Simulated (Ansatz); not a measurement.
# A computed series for CaTiO3: alloy series

The reference is CaTiO3 in the cubic perovskite structure (space group Pm-3m, No. 221; a model cell).

```yaml
crystal:
  lattice:
    - [3.84142, 0.00000, 0.00000]
    - [0.00000, 3.84142, 0.00000]
    - [0.00000, 0.00000, 3.84142]
  atoms:
    - { symbol: Ca, position: [0.00000, 0.00000, 0.00000] }
    - { symbol: Ti, position: [0.50000, 0.50000, 0.50000] }
    - { symbol: O, position: [0.00000, 0.50000, 0.50000] }
    - { symbol: O, position: [0.50000, 0.50000, 0.00000] }
    - { symbol: O, position: [0.50000, 0.00000, 0.50000] }
```

The other end (x = 1) is BaTiO₃ in the cubic perovskite structure (space group Pm-3m, No. 221): 12.52 Å³/atom, gap 1.82 eV; this end may not be an ambient phase.

Ba replaces a fraction x of Ca; each row is one arrangement (x, atoms in the cell, starting space group or random), fully relaxed.

Method: Ansatz (a program for electronic structure), PBEsol, PAW, cutoff 420 eV, spin-orbit coupling left out, earlier PAW set.

Notes on the quantities. deviation of the volume from the linear: Vegard-type) interpolation; gap character: in this cell's own zone, which can be folded.

```csv
case,deviation of the volume from the linear,gap character,band gap,mixing energy
base,–,–,1.89 eV,–
"x(Ba) = 0.5, 10 atoms, Fm-3m",+0.3 %,direct at Γ,1.85 eV,+16 meV/atom
"x(Ba) = 0.5, 10 atoms, P4/mmm (arrangement B)",0.0 %,"indirect, Z → Γ",1.84 eV,+9 meV/atom
"x(Ba) = 0.5, 10 atoms, P4/mmm (arrangement A)",-0.1 %,"indirect, M → Γ",1.85 eV,+1 meV/atom
```

These are small ordered cells, not random alloys; other orderings at the same x differ. Whether these cells are dynamically stable was not tested. All final runs are without spin polarisation. Many cubic perovskites are stable only at high temperature; tilts and polar distortions were not tested. This is not the structure that BaTiO3 has at room temperature and ambient pressure. k-point labels follow each cell's own Brillouin zone.
